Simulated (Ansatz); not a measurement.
Cell and atoms of amorphous Hf18O35F2:

```
CELL_PARAMETERS angstrom
      8.70299    -0.07813    -0.05354
     -0.07813     8.94451    -0.17872
     -0.05354    -0.17872     9.16204
ATOMIC_POSITIONS crystal
  Hf 0.92721 0.63645 0.50206
  Hf 0.79965 0.51625 0.83785
  Hf 0.15025 0.47177 0.15953
  Hf 0.84991 0.32458 0.28953
  Hf 0.01040 0.98944 0.43367
  Hf 0.97317 0.13705 0.80193
  Hf 0.20759 0.12162 0.14679
  Hf 0.29248 0.21735 0.58626
  Hf 0.53681 0.49502 0.55046
  Hf 0.65223 0.81242 0.02466
  Hf 0.49874 0.49536 0.14475
  Hf 0.03746 0.79086 0.04387
  Hf 0.56540 0.10609 0.29612
  Hf 0.63020 0.86236 0.63264
  Hf 0.30145 0.94779 0.82157
  Hf 0.60408 0.17270 0.86864
  Hf 0.36133 0.77608 0.35801
  Hf 0.19665 0.51960 0.80846
  O  0.48638 0.25926 0.45920
  O  0.01852 0.27445 0.14266
  O  0.80337 0.12105 0.35153
  O  0.01895 0.53720 0.98196
  O  0.19549 0.74958 0.86578
  O  0.33207 0.49486 0.98612
  O  0.32187 0.31986 0.18887
  O  0.12600 0.78820 0.45132
  O  0.70618 0.63942 0.66247
  O  0.37421 0.11231 0.96717
  O  0.42083 0.54831 0.35191
  O  0.99237 0.54721 0.68592
  O  0.55637 0.93242 0.43357
  O  0.51019 0.73194 0.17623
  O  0.84838 0.76491 0.90746
  O  0.64546 0.31989 0.18448
  O  0.45382 0.08138 0.69534
  O  0.31963 0.44515 0.63124
  O  0.44201 0.72288 0.57077
  O  0.02126 0.49359 0.34401
  O  0.74754 0.48481 0.42906
  O  0.04558 0.96088 0.21525
  O  0.64748 0.03395 0.07885
  O  0.09415 0.00841 0.95081
  O  0.51603 0.84311 0.84644
  O  0.16246 0.16787 0.40764
  O  0.60693 0.37346 0.74658
  O  0.19566 0.69634 0.18271
  O  0.82849 0.28712 0.89295
  O  0.36007 0.99201 0.24899
  O  0.14426 0.29001 0.78509
  O  0.84268 0.85031 0.52351
  O  0.15357 0.02225 0.65888
  O  0.74891 0.03042 0.77082
  O  0.65754 0.56320 0.99897
  F  0.84145 0.75217 0.18420
  F  0.92402 0.17946 0.58969
```

Methods: PBE, scalar-relativistic without spin-orbit coupling (Ansatz, a first-principles code); r2SCAN, scalar-relativistic without spin-orbit coupling (Ansatz); HSE06, scalar-relativistic without spin-orbit coupling (Ansatz). Neutral PBE cell, which sets geometry, pressure and energy: sampling: a 2×2×2 Γ-centred mesh; Fermi-Dirac width 0.02 eV; no spin polarisation. Exact exchange is cut at the faces of this 9 Å cell, which leaves hybrid gaps a finite-size error.

Preparation: random packing, a CHGNet melt and quench, and a DFT relaxation. O and F atoms were pushed apart under 1.9 Å during the dynamics, to hinder bonds among them. The hot cell started wider than the set density and was brought back towards it in steps. It is the lowest in DFT energy of 2 quenches. It is a model cell: composition and starting density were chosen by hand, and all elements were melted together. No dispersion term was used. Its density started from a set value of 8.88 and ended at 8.88 g/cm³. The quench (nominally 380 K/ps over its main leg) was far faster than any real one, so the model tends to hold more defects than a real film. One small periodic cell is one sample of the glass; other quenches scatter about these values. The volume was held where the preparation left it and the shape relaxed.

Give the pressure and the spacing of the highest filled and lowest empty levels.


```yaml
Pressure on a 2×2×2 Γ-centred mesh: -2.01 GPa
Largest force and stress component on that mesh (the relaxation ran on the zone centre alone): 0.09 eV/Å and 2.2 GPa
Level gap on a 2×2×2 Γ-centred mesh (PBE): 3.90 eV
Level gap at the zone centre (PBE): 3.92 eV
Level gap at the zone centre (r2SCAN): 4.38 eV
Level gap at the zone centre (HSE06): 5.50 eV
Distance between the nearest levels spread over more than a fifth of the atoms or a third of the atoms of their main element (six at least) (PBE, zone centre): 4.15 eV
```

At PBE and the zone centre, how localised are the states just below and above the Fermi level (participation number: the atoms over which a state spreads)?

The highest filled state is spread over 4.9 atoms' worth, largest on O26, with weights by element (charge in smoothed Voronoi cells) O 0.94, Hf 0.06, F 0.00. The lowest empty state is spread over 18.7 atoms' worth, largest on Hf3, with weights by element (charge in smoothed Voronoi cells) Hf 0.59, O 0.40, F 0.01.

At PBE the levels at the filled edge of the gap are localised (band-tail or defect states).

Bonds are counted up to Hf-Hf 3.34 Å, Hf-O 2.66 Å, Hf-F 2.55 Å, O-O 1.58 Å, O-F 1.48 Å, F-F 1.37 Å. Two cations that share two anions don't count as bonded, nor two that share one unless they lie closer than Hf-Hf 3.25 Å.

Added carriers, by PBE, scalar-relativistic without spin-orbit coupling (Ansatz) on the zone centre alone. Charged cells keep the cell fixed and stand in a uniform background, with no image correction, at a width of 0.01 eV; where the count is odd the moment is locked at 1 μB, unless the neutral cell bore moments. Each starts from the undistorted neutral geometry alone. PBE's self-interaction favours spread-out carriers, so it can miss traps that a hybrid finds.

What happens at PBE when the cell takes an extra electron and the atoms relax?

Relaxation lowers the charged cell by 0.36 eV. The largest moves are O42 0.17 Å, O28 0.13 Å, Hf7 0.10 Å, O23 0.10 Å. The level that holds the added charge spreads over 10.8 atoms' worth, most on Hf15 (weight 0.20): a partly localised carrier. No bond crosses its cut-off with a change of over 0.15 Å (metal-metal contacts aside). Made neutral again at that geometry, the cell lies +0.67 eV from the neutral start.

What happens at PBE when the cell takes a hole and the atoms relax?

Relaxation lowers the charged cell by 0.30 eV. The largest moves are O46 0.17 Å, O26 0.16 Å, Hf17 0.12 Å, Hf1 0.12 Å. The level that was emptied spreads over 3.2 atoms' worth, most on O26 (weight 0.46): a localised (trapped) carrier, which neighbours of that atom can share. No bond crosses its cut-off with a change of over 0.15 Å (metal-metal contacts aside). Made neutral again at that geometry, the cell lies +0.81 eV from the neutral start.
